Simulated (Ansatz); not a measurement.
Input and output of a self-consistent single point for CaSe (Fm-3m, 2 atoms in the cell) (Ansatz, an electronic-structure program).

Method of the run: PBE, harder PAW files (source: ansatz) (plane waves; Ansatz).

The change in words: lattice scaled by 0.98; basis.ecutwfc: 30.9 Ry → 23.5 Ry; hamiltonian.pseudopotentials: {kind: paw} (the program's default PAW files) → {kind: paw, source: ansatz}. Reference geometry:
```xyz
2
Lattice="0.0000 2.9748 2.9748 2.9748 0.0000 2.9748 2.9748 2.9748 0.0000" Properties=species:S:1:pos:R:3 pbc="T T T"
Ca     0.0000     0.0000     0.0000
Se     2.9748     2.9748     2.9748
```

Reference input (self-consistent single point, DFT, PBE, plane waves, default PAW files): basis.ecutwfc = 30.9 Ry; kpoints.mp_grid.grid = 7 7 7; hamiltonian.xc = pbe; hamiltonian.pseudopotentials = {kind: paw} (the program's default PAW files); scf.occupations.method = fermi_dirac; scf.occupations.width = 0.0037 Ry. This run's input differs from it in these lines:

Ansatz 0.2 input:
```diff
@@ -2,5 +2,5 @@
   lattice:
-    - [0.000000, 2.974800, 2.974800]
-    - [2.974800, 0.000000, 2.974800]
-    - [2.974800, 2.974800, 0.000000]
+    - [0.000000, 2.915304, 2.915304]
+    - [2.915304, 0.000000, 2.915304]
+    - [2.915304, 2.915304, 0.000000]
   atoms:
@@ -9,3 +9,3 @@
 basis:
-  ecutwfc: 30.9 Ry
+  ecutwfc: 23.5 Ry
 kpoints:
@@ -14,3 +14,3 @@
   xc: pbe
-  pseudopotentials: { kind: paw }
+  pseudopotentials: { kind: paw, source: ansatz }
 scf:
```

The program printed (abridged):

```
SCF iter   1: F=—  HF=-7288.718219 eV  |F-HF|=—  |Δ(HF+E_count)|=         —  Δρ=7.11e-2  dr2=4.04e0  ethr=3.10e-3  ⟨swp⟩=6.7  Hψ=1878  notcnv=0
all-band conjugate gradients solve this SCF's bands
preconditioner: auto → none
SCF iter   2: F=—  HF=-7287.178884 eV  |F-HF|=—  |Δ(HF+E_count)|=    1.54e0  Δρ=2.95e-2  dr2=6.06e-1  ethr=3.10e-3  ⟨swp⟩=3.1  Hψ=915  notcnv=0
   [... lines left out ...]
SCF iter   5: F=—  HF=-7287.017934 eV  |F-HF|=—  |Δ(HF+E_count)|=   4.85e-4  Δρ=5.73e-4  dr2=1.46e-4  ethr=9.56e-6  ⟨swp⟩=2.0  Hψ=559  notcnv=0
SCF iter   6: F=—  HF=-7287.017983 eV  |F-HF|=—  |Δ(HF+E_count)|=   4.90e-5  Δρ=1.37e-4  dr2=1.40e-5  ethr=5.60e-7  ⟨swp⟩=2.0  Hψ=497  notcnv=0
SCF iter   7: F=—  HF=-7287.018000 eV  |F-HF|=—  |Δ(HF+E_count)|=   1.75e-5  Δρ=1.78e-5  dr2=2.68e-7  ethr=5.37e-8  ⟨swp⟩=2.0  Hψ=480  notcnv=0
SCF iter   8: F=-7287.018000 eV  HF=-7287.018000 eV  |F-HF|=1.55e-10  |Δ(HF+E_count)|=   4.37e-8  Δρ=9.63e-7  dr2=2.69e-10  ethr=3.85e-10  ⟨swp⟩=6.0  Hψ=1533  notcnv=0
SCF 1 converged in 8 iterations: F = -7287.018000 eV  dr2 = 2.69e-10
Free energy (F): -7287.018000 eV
Internal energy: -7287.018000 eV  (E = F + TS)
E sigma→0 (E₀):  -7287.018000 eV
Fermi energy:    8.966306 eV
--- Forces (eV/Å), atoms counted from 1 ---
  atom   1  Ca    -0.00000000     0.00000000    -0.00000000
  atom   2  Se     0.00000000    -0.00000000     0.00000000
--- Stress (GPa, compression-positive) ---
        3.166523       0.000000       0.000000
        0.000000       3.166523       0.000000
        0.000000       0.000000       3.166523
  P = ⅓ Tr σ = 3.1665 GPa (31.665 kbar)
  The stress holds the Pulay correction. Without it, at fixed plane waves, as pw.x and ABINIT print it: P = -51.5121 GPa
```

The run converged in 8 iterations. Against the reference run the pressure goes from 0.21 to 3.17 GPa and the gap on the mesh goes from 2.134 to 2.060 eV.

The starting cell has typed, rounded lattice constants, without a prior relaxation at this level. Its lattice was rescaled by up to half a per cent. For this run, on top of that: lattice scaled by 0.98. Ansatz's pressure includes its estimate of the finite-basis (Pulay) stress. Without the estimate this run gives -51.51 GPa. The cutoff lies below the one recommended for these files.
